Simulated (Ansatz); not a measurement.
The reference is Hf in the hcp (Mg type) structure (space group P6_3/mmc, No. 194; a = 3.198 Å, c = 5.049 Å; relaxed with 0.1 eV smearing). Axes: x lies along a and z along c of the hexagonal cell.

Computed with r2SCAN/PAW in Ansatz (a program for electronic structure), scalar-relativistic without spin-orbit coupling.

Base values:

- Shortest interatomic distance = 3.128 Å
- Band gap = zero

One thing is altered: the cell is compressed by 2.00 % along z with no lateral relaxation; the atoms relax in the strained cell.

Predict the new shortest interatomic distance, energy relative to the base, stress and band gap.

The shortest interatomic distance decreases by 0.041 Å to 3.087 Å; the energy goes up by 5.9 meV/atom; the stress (xx, yy, zz, yz, xz, xy; compression positive) is (1.4, 1.4, 4.3, 0.0, 0.0, 0.0) GPa; the band gap stays zero.

Whether these cells are dynamically stable was not tested. All final runs are without spin polarisation.
